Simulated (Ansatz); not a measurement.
Consider CsSnI3 in the cubic perovskite structure (space group Pm-3m, No. 221; a = 6.0305 Å).

Computed with LDA (Ansatz, a program for electronic structure, PAW, without spin-orbit coupling).

Before the change:

* **Pressure**: 0.0 GPa
* **Band gap**: zero

It is then changed as follows: the cell is scaled by 0.9880 in all directions; the atoms relax in the strained cell.

**Question.** What happens to the pressure, energy relative to the base and band gap?

**Answer.** The pressure goes from zero to 0.8 GPa; the energy goes up by 4.0 meV/atom; the band gap stays zero.

Spin-orbit coupling, missing from the scalar runs, can matter with I. Stability against distortions was not tested. All final runs are without spin polarisation. Many cubic perovskites are stable only at high temperature; tilts and polar distortions were not tested. The zero or small gap of CsSnI3 can change with the level of theory.
